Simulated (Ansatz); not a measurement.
TlBr, response to strain

The reference is TlBr in the CsCl type structure (space group Pm-3m, No. 221).

```yaml
crystal:
  lattice:
    - [3.83953, 0.00000, 0.00000]
    - [0.00000, 3.83953, 0.00000]
    - [0.00000, 0.00000, 3.83953]
  atoms:
    - { symbol: Tl, position: [0.00000, 0.00000, 0.00000] }
    - { symbol: Br, position: [0.50000, 0.50000, 0.50000] }
```

Cartesian axes are those of the cell as printed.

Strains are applied to the cell and any free atomic positions relax; under biaxial strain the out-of-plane vector relaxes too.

The values are results of Ansatz (a quantum-chemistry and plane-wave program), LDA, PAW, cutoff 420 eV, spin-orbit coupling left out, not measurements.

Candidates:
(a) biaxial strain +2.50 %, plane normal [111], relaxed out of plane
(b) biaxial strain −1.67 %, plane normal [111], relaxed out of plane
(c) biaxial strain −0.83 %, plane normal [111], relaxed out of plane

Order them by ratio −ε⊥/ε∥, highest first.

(b) biaxial strain −1.67 %, plane normal [111], relaxed out of plane (1.11), (c) biaxial strain −0.83 %, plane normal [111], relaxed out of plane (1.01), (a) biaxial strain +2.50 %, plane normal [111], relaxed out of plane (0.78)

Whether these cells are dynamically stable was not tested.
